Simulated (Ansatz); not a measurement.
C11b WSi2 was calculated with r²SCAN (Ansatz, a quantum-chemistry and plane-wave program, plane waves, PAW).

Settings: plane-wave cutoff 500 eV, 18×18×18 k mesh, Fermi–Dirac smearing 0.05 eV, no spin polarisation, scalar-relativistic PAW data made under PBE.

Computed at the level's own relaxed cell.

Problem. Predict the volume per atom, lattice constant a and lattice parameter c.

Solution. 
volume per atom: 13.41 Å³/atom
lattice constant a: 3.211 Å
lattice parameter c: 7.805 Å

Measured, for comparison: lattice constant a 3.214 Å, lattice parameter c 7.831 Å (temperature not stated, no zero-point or thermal correction; as tabulated in Pavlosiuk et al. (2022), arXiv:2202.05362). Computed (rounded) less measured: lattice constant a -0.1 %, lattice parameter c -0.3 %. A static lattice is as a rule a little smaller and stiffer than an uncorrected measurement, which narrows the difference in the lattice parameter c and would widen misses of the other sign.

Spin–orbit coupling is not included.

The computed numbers hold no vibrational or temperature effects.

Cost on a shared machine: about 80 core-seconds (a rough figure).
